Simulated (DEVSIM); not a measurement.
Device: Mo/SiO2/p-Si capacitor, at 250 K.

| layer (left to right) | material | thickness (nm) | Na (cm⁻³) |
|---|---|---|---|
| 1 | SiO2 | 12.0 | - |
| 2 | Si | 2200 | 7.1e16 |

Metal gate on the left, work function 4.6 eV. Fixed charge at the semiconductor interface 2.3e10 cm⁻² (in units of +e); no interface traps.

This is a model device: material constants are rounded textbook-type values typed into the input, and sizes, dopings and lifetimes were drawn at random. Values at 300 K; Nc and Nv go as T^1.5, mobilities as T to minus their exponent, the gap by Varshni's rule with the affinity fixed.

```tsv
parameter	SiO2	Si
gap (eV)	9	1.124
affinity (eV)	0.9	4.05
permittivity	3.9	11.7
Nc (cm⁻³)	-	2.86e19
Nv (cm⁻³)	-	3.1e19
Varshni α (eV/K)	-	0.000473
Varshni β (K)	-	636
```

Simulated with DEVSIM: 1D Poisson equation in equilibrium, Boltzmann statistics, complete ionisation; no quantum confinement or tunnelling. Metal contacts follow the ideal Schottky-Mott rule: no Fermi-level pinning, no interface dipoles.

The SiO2 thickness was swept, all else fixed.

```tsv
SiO2 thickness (μm)	capacitance of the dielectric stack (μF/cm²)	minimum of the low-frequency capacitance (μF/cm²)	threshold voltage (band bending 2φF) (V)
0.0048	0.719	0.0790	0.62
0.0066	0.523	0.0759	0.70
0.0084	0.411	0.0738	0.77
0.01	0.345	0.0705	0.83
0.012	0.288	0.0677	0.92
0.014	0.247	0.0658	1.00
```

From the first row to the last the capacitance of the dielectric stack goes from 0.719 to 0.247. From the first row to the last the minimum of the low-frequency capacitance goes from 0.0790 to 0.0658.
